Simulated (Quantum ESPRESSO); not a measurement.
Troubleshooting Quantum ESPRESSO: a failed run on MgSi (C2/m, 12 atoms in the cell). The aim is a self-consistent single point with DFT, LDA (PZ), plane waves, GBRV 1.5 ultrasoft (LDA) pseudopotentials.

Cell that was meant: a = 5.0781 Å, b = 5.0781 Å, c = 11.8437 Å, α = 100.67°, β = 100.67°, γ = 51.87°.

Part of the input:

```fortran
&SYSTEM
  ibrav = 0,
  nat = 12,
  ntyp = 1,
  ecutwfc = 40,
  ecutrho = 200,
  occupations = 'smearing',
```

The program printed (abridged):

```
     This program is part of the open-source Quantum ESPRESSO suite
     for quantum simulation of materials; please cite

Warning: card SI    28.0850  SI_LDA_V1.USPP.F.UPF ignored

 %%%%%%%%%%%%%%%%%%%%%%%%%%%%%%%%%%%%%%%%%%%%%%%%%%%%%%%%%%%%%%%%%%%%%%%%%%%%%%
     Error in routine read_cards (7):
     species Si in ATOMIC_POSITIONS is nonexistent
 %%%%%%%%%%%%%%%%%%%%%%%%%%%%%%%%%%%%%%%%%%%%%%%%%%%%%%%%%%%%%%%%%%%%%%%%%%%%%%

     stopping ...
```

Q: From the messages shown, name the fault and mend the input.

A: The fault is a species count that does not match the list of species. The number of species decides how many lines of the species card are read. To fix it, make the count match the list. The program stopped before any SCF iteration.

An input that runs soundly differs in these lines (not the only fix; some lines may just follow from the change or write a value another way):
```diff
-  ntyp = 1,
+  ntyp = 2,
```

With that input, the run converged in 12 iterations: free energy E − TS -10994.8152 eV; Fermi level (on the code's own zero) 6.65 eV; pressure -2.97 GPa; largest force (vector length) 0.308 eV/Å (DFT, LDA (PZ), plane waves, GBRV 1.5 ultrasoft (LDA) pseudopotentials).

On the sound input: the starting cell comes from a database of computed structures (which also holds hypothetical and non-ambient phases and stackings), without a prior relaxation at this level. Without a gap this mesh is coarse (it stands for a supercell whose shortest vector is 18 Å).
